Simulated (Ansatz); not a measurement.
## Ba: pressure 1.5 GPa

The reference is Ba in the fcc (Cu type) structure (space group Fm-3m, No. 225; a = 6.1554 Å; a cell from a computed database, its experimental status unchecked).

It is then changed as follows: cell and atoms relaxed at a pressure of 1.5 GPa.

Level of theory: Ansatz (a quantum-chemistry and plane-wave program), PBEsol, PAW, cutoff 420 eV, spin-orbit coupling left out. k-mesh 13×13×13 (Γ-centred); smearing 0.05 eV (Fermi–Dirac).

- Density = 4.55 g/cm³ (base 3.91 g/cm³)
- Lattice parameter a = 5.852 Å (base 6.155 Å)
- Enthalpy H = E + PV relative to the base's energy = +0.50 eV/atom
- Band gap = zero (base zero)

Load acts through the strain it causes; cell and atoms are relaxed under it. Whether these cells are dynamically stable was not tested. This is not the structure that Ba has at room temperature and ambient pressure.
